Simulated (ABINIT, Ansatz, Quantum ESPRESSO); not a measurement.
## Hf (P6_3/mmc, 2 atoms in the cell) computed with different codes at matched settings

Self-consistent single point.

```yaml
crystal:
  lattice:
    - [1.57857, -2.73417, 0.00000]
    - [1.57857, 2.73417, 0.00000]
    - [0.00000, 0.00000, 4.99798]
  atoms:
    - { symbol: Hf, position: [0.33333, 0.66667, 0.25000] }
    - { symbol: Hf, position: [0.66667, 0.33333, 0.75000] }
```

Shared settings, as Ansatz (an electronic-structure program) writes them: kpoints.mp_grid.grid = 8 8 5; magnetization.spin_orbit = true; scf.occupations.method = gaussian; scf.occupations.width = 0.0073 Ry. Potentials and cutoffs stand in the table.

```tsv
code	model	pressure (GPa)	cutoff
ABINIT	PBE, spin-orbit coupling, norm-conserving pseudopotentials (PseudoDojo nc-fr-04 PBE standard)	5.22	789 eV
Quantum ESPRESSO	PBE, spin-orbit coupling, PseudoDojo fully relativistic norm-conserving (PBE) pseudopotentials	5.23	60 Ry
Ansatz	PBE with spin-orbit coupling, default PAW files	4.86	default
```

The spread over the programs that give each value: pressure within 0.37 GPa.

Ansatz's pressure is given at a fixed set of plane waves, as the other plane-wave codes print theirs; with its correction for the finite basis it is 4.91 GPa.

The starting cell has typed, rounded lattice constants, without a prior relaxation at this level. Its lattice was rescaled by a random factor within 2.5 % of one.

Left out of this page: Elk, FLEUR and SIESTA (not drawn, or without a comparable value).

Keys are those of Ansatz 0.2.
